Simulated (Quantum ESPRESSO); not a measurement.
Effort and miss along a sweep of K_POINTS: Al2O3 (R-3c, 10 atoms in the cell)

Cell: a = 5.2525 Å, b = 5.2525 Å, c = 5.2525 Å, α = 55.29°, β = 55.29°, γ = 55.29°.

Level of theory: revPBE, GBRV 1.5 ultrasoft (PBE) pseudopotentials (plane waves; Quantum ESPRESSO).

Base settings: ecutwfc = 40 Ry; ecutrho = 200 Ry; occupations = smearing; smearing = gauss; degauss = 0.0036749 Ry; input_dft = revpbe; potentials = {Al: al_pbe_v1.uspp.F.UPF, O: o_pbe_v1.2.uspp.F.UPF}; K_POINTS = automatic 8 8 8 0 0 0; conv_thr = 1e-09 Ry; mixing_beta = 0.4.

Misses are taken against the tightest run, automatic 16 16 16 0 0 0, which need not be fully converged itself. The energy is the free energy per atom.

The count of work is k-points × plane waves × bands × iterations; it is no time, and leaves out set-up, grids and terms that scale otherwise. Core times come from one kind of shared machine and are given to one figure; runs under 30 s give none.

The starting cell comes from a database of computed structures (which also holds hypothetical and non-ambient phases and stackings), without a prior relaxation at this level. Its lattice was rescaled by a random factor within 2.5 % of one. In the base run, with a pressure of about -5 GPa the cell is away from its equilibrium volume at this level.

The runs (K_POINTS): automatic 1 1 1 0 0 0 | automatic 2 2 2 0 0 0 | automatic 3 3 3 0 0 0 | automatic 4 4 4 0 0 0 | automatic 5 5 5 0 0 0 | automatic 6 6 6 0 0 0 | automatic 7 7 7 0 0 0 | automatic 8 8 8 0 0 0 | automatic 9 9 9 0 0 0 | automatic 11 11 11 0 0 0 | automatic 13 13 13 0 0 0 | automatic 16 16 16 0 0 0.

Task: Which is the coarsest setting among those run that, with all tighter ones, holds the energy within 20 meV/atom of the reference, and what does it save?

Result: automatic 2 2 2 0 0 0, off by 5.7 meV/atom; it needs 0.0095 of the reference's count of work.

Task: Which is the coarsest setting among those run that, with all tighter ones, holds the energy within 2 meV/atom of the reference, and what does it save?

Result: automatic 3 3 3 0 0 0, off by 0.25 meV/atom; it needs 0.014 of the reference's count of work.

Task: What does the step from automatic 1 1 1 0 0 0 to automatic 2 2 2 0 0 0 buy?

Result: It takes the miss in the energy from 170 to 5.7 meV/atom, for 4.0 times the count of work.

| K_POINTS | energy less reference (meV/atom) | pressure less reference (GPa) | largest difference in the force on any atom (eV/Å) | count of work / reference | core time / reference (rough) |
|---|---|---|---|---|---|
| automatic 1 1 1 0 0 0 | 167.28 | -2.13 | 0.474 | 0.0024 | – |
| automatic 2 2 2 0 0 0 | 5.74 | -0.12 | 0.031 | 0.0095 | – |
| automatic 3 3 3 0 0 0 | 0.25 | -0.01 | 0.001 | 0.014 | – |
| automatic 4 4 4 0 0 0 | 0.02 | 0.00 | 0.000 | 0.031 | – |
| automatic 5 5 5 0 0 0 | 0.00 | 0.00 | 0.000 | 0.046 | – |
| automatic 6 6 6 0 0 0 | 0.00 | 0.00 | 0.000 | 0.077 | 0.09 |
| automatic 7 7 7 0 0 0 | 0.00 | 0.00 | 0.000 | 0.11 | 0.1 |
| automatic 8 8 8 0 0 0 | 0.00 | 0.00 | 0.000 | 0.16 | 0.2 |
| automatic 9 9 9 0 0 0 | 0.00 | 0.00 | 0.000 | 0.20 | 0.2 |
| automatic 11 11 11 0 0 0 | 0.00 | 0.00 | 0.000 | 0.35 | 0.3 |
| automatic 13 13 13 0 0 0 | 0.00 | 0.00 | 0.000 | 0.55 | 0.5 |
| automatic 16 16 16 0 0 0 | 0.00 | 0.00 | 0.000 | 1.0 | 1 |
